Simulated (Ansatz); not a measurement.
Ansatz (a quantum-chemistry and plane-wave program) run on Yb (Fm-3m, 1 atom in the cell): self-consistent single point.

Computed with PBE (plane waves, PAW; Ansatz).

```yaml
crystal:
  lattice:
    - [0.00000, 2.75370, 2.75370]
    - [2.75370, 0.00000, 2.75370]
    - [2.75370, 2.75370, 0.00000]
  atoms:
    - { symbol: Yb, position: [0.00000, 0.00000, 0.00000] }
```

Reference input (self-consistent single point, DFT, PBE, plane waves, default PAW files): basis.ecutwfc = 30.9 Ry; kpoints.mp_grid.grid = 10 10 10; hamiltonian.xc = pbe; hamiltonian.pseudopotentials = {kind: paw} (the program's default PAW files); scf.occupations.method = fermi_dirac; scf.occupations.width = 0.0073 Ry. This run's input differs from it in these lines:

Ansatz 0.2 input:
```diff
@@ -9,3 +9,3 @@
 basis:
-  ecutwfc: 30.9 Ry
+  ecutwfc: 16.9 Ry
 kpoints:
```

The program printed (abridged):

```
SCF iter   1: F=—  HF=-13792.962402 eV  |F-HF|=—  |Δ(HF+E_count)|=         —  Δρ=3.31e-2  dr2=3.33e-1  ethr=1.77e-3  ⟨swp⟩=3.6  Hψ=2984  notcnv=0
all-band conjugate gradients solve this SCF's bands
preconditioner: auto → Kerker (q_TF=auto, 2.488 Å⁻¹)
SCF iter   2: F=—  HF=-13792.676074 eV  |F-HF|=—  |Δ(HF+E_count)|=   2.86e-1  Δρ=1.62e-2  dr2=5.38e-2  ethr=1.39e-3  ⟨swp⟩=1.6  Hψ=1198  notcnv=0
   [... lines left out ...]
SCF iter   7: F=—  HF=-13792.256683 eV  |F-HF|=—  |Δ(HF+E_count)|=   4.97e-4  Δρ=3.00e-4  dr2=4.46e-5  ethr=6.49e-6  ⟨swp⟩=2.6  Hψ=1399  notcnv=0
SCF iter   8: F=—  HF=-13792.256666 eV  |F-HF|=—  |Δ(HF+E_count)|=   1.72e-5  Δρ=6.18e-5  dr2=1.34e-6  ethr=1.86e-7  ⟨swp⟩=2.0  Hψ=1286  notcnv=0
SCF iter   9: F=—  HF=-13792.256666 eV  |F-HF|=—  |Δ(HF+E_count)|=   4.16e-8  Δρ=2.72e-5  dr2=2.73e-7  ethr=5.59e-9  ⟨swp⟩=2.0  Hψ=1329  notcnv=0
SCF iter  10: F=-13792.256666 eV  HF=-13792.256666 eV  |F-HF|=3.49e-8  |Δ(HF+E_count)|=   7.87e-8  Δρ=9.01e-6  dr2=2.98e-8  ethr=4.17e-10  ⟨swp⟩=3.0  Hψ=2088  notcnv=0
SCF 1 converged in 10 iterations: F = -13792.256666 eV  dr2 = 2.98e-8
Free energy (F): -13792.256666 eV
Internal energy: -13792.224342 eV  (E = F + TS)
E sigma→0 (E₀):  -13792.240504 eV
Entropy (-TS):   -0.032323 eV (-32.323 meV/atom)
Fermi energy:    8.820279 eV
--- Forces (eV/Å), atoms counted from 1 ---
  atom   1  Yb    -0.00000000    -0.00000000     0.00000000
--- Stress (GPa, compression-positive) ---
       -0.778406       0.000000      -0.000000
        0.000000      -0.778406      -0.000000
        0.000000       0.000000      -0.778406
  P = ⅓ Tr σ = -0.7784 GPa (-7.784 kbar)
  The stress holds the Pulay correction. Without it, at fixed plane waves, as pw.x and ABINIT print it: P = -63.8470 GPa
```

The run converged in 10 iterations. Against the reference run the free energy goes up by 2.76 eV/atom and the pressure goes from -2.16 to -0.78 GPa.

The starting cell has typed, rounded lattice constants, without a prior relaxation at this level. Its lattice was rescaled by up to half a per cent. Spin polarisation is off. Ansatz's pressure includes its estimate of the finite-basis (Pulay) stress. Without the estimate this run gives -63.85 GPa. The cutoff lies below the one recommended for these files.
